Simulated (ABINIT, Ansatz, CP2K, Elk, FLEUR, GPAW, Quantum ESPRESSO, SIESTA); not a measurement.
# SnSe₂ (P-3m1, 3 atoms in the cell) computed with different codes at matched settings

Self-consistent single point, at a second geometry (lattice scaled by 0.98). First geometry:

```yaml
crystal:
  lattice:
    - [3.82576, 0.00000, 0.00000]
    - [-1.91288, 3.31321, 0.00000]
    - [0.00000, 0.00000, 6.45864]
  atoms:
    - { symbol: Sn, position: [0.00000, 0.00000, 0.00000] }
    - { symbol: Se, position: [0.66667, 0.33333, 0.75710] }
    - { symbol: Se, position: [0.33333, 0.66667, 0.24290] }
```

Shared settings, as Ansatz (an electronic-structure program) writes them: kpoints.mp_grid.grid = 7 7 4; scf.occupations.method = fixed. Potentials and cutoffs stand in the table.

```tsv
code	model	ΔF from the first geometry (meV/atom)	pressure (GPa)	largest force (eV/Å)	gap on the mesh (eV)	cutoff
GPAW	PBE, GPAW PAW datasets PBE (gpaw-data 1.0.1)	47.9	7.18	0.945	0.917	550 eV
CP2K	PBE, GPW, DZVP-MOLOPT-SR-GTH basis, GTH-PBE potentials (GTH_POTENTIALS)	62.1	8.79	1.158	0.908	grid 400 Ry
Elk	PBE, all-electron FP-LAPW, Elk's shipped species files, APW+lo basis with extra local orbitals	51.6	–	0.857	0.908	rgkmax 8
ABINIT	PBE, PAW (JTH v2.0 PBE PAW)	49.7	7.39	0.979	0.901	40 Ry
Quantum ESPRESSO	PBE, SSSP 1.1.2 efficiency (PBE) pseudopotentials	51.1	7.61	1.005	0.899	40 Ry
FLEUR	PBE, all-electron FLAPW (FLEUR), scalar-relativistic valence	57.4	–	1.075	0.949	Kmax 4.2 1/bohr
Ansatz	PBE, default PAW files	49.8	7.43	0.977	0.908	30.9 Ry
SIESTA	GGA PBE, numerical atomic orbitals DZP, PseudoDojo PBE standard norm-conserving potentials (rewritten from UPF to PSML)	77.6	10.86	1.751	0.990	grid 350 Ry
```

A dash marks a value that a program does not give, or that is left out as unsure.

Gaps are read on the mesh.

The spread over the programs that give each value: ΔF from the first geometry within 29.7 meV/atom; pressure within 3.68 GPa; largest force within 0.894 eV/Å; gap on the mesh within 0.091 eV.

CP2K and SIESTA use small atom-centred bases, whose incompleteness enters pressures, forces and empty levels differently from a plane-wave cutoff. Elk and FLEUR treat all electrons, but the usual bases taken here (sphere radii, linearisation, local orbitals, empty states) were not tested for convergence, so the values are no reference for the others. Ansatz's pressure is given at a fixed set of plane waves, as the other plane-wave codes print theirs; with its correction for the finite basis it is 7.47 GPa. In the pressure, CP2K (by 1.38) and SIESTA (by 3.45) lie more than 1 GPa from the median of the plane-wave programs. In the force vectors, CP2K (by 0.179), Elk (by 0.121), FLEUR (by 0.096) and SIESTA (by 0.772) lie more than 0.08 eV/Å from the median of the plane-wave programs.

The starting cell comes from a database of computed structures (which also holds hypothetical and non-ambient phases and stackings), without a prior relaxation at this level. Its lattice was rescaled by a random factor within 2.5 % of one. For this run, on top of that: lattice scaled by 0.98.

Keys are those of Ansatz 0.2.
